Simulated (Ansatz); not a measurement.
**CsSnI3: uniaxial strain ε_zz = +2.40 %**

The reference is CsSnI3 in the cubic perovskite structure (space group Pm-3m, No. 221; a = 6.031 Å). Axes: x, y, z lie along the cube axes.

The change: uniaxial strain ε_zz = +2.40 %, all other strain components held at zero, atoms relaxed at fixed cell.

All numbers come from LDA (Ansatz, a first-principles code), spin-orbit coupling left out. k-mesh 8×8×8 (Γ-centred); smearing 0.05 eV (Fermi–Dirac).

The volume per atom goes up by 1.053 Å³ (43.86 Å³ → 44.92 Å³) and the shortest interatomic distance is still 3.015 Å. The energy rises by 3.7 meV/atom and the pressure (mean of the normal stresses, compression positive) goes from zero to -0.4 GPa. The band gap is still zero and the stress (xx, yy, zz, yz, xz, xy; compression positive) is (-0.1, -0.1, -1.1, 0.0, 0.0, 0.0) GPa (rough).

Without a gap, meshes like the base's 8×8×8 leave anisotropic stresses uncertain by several tenths of a GPa, and small strain energies with them. With I present, leaving out spin-orbit coupling can change the band edges. Whether these cells are dynamically stable was not tested. The final runs are not spin-polarised. Many cubic perovskites are stable only at high temperature; tilts and polar distortions were not tested. Gaps under 0.05 eV, about the width of the smearing, are given as zero. The zero or small gap of CsSnI3 can change with the level of theory.
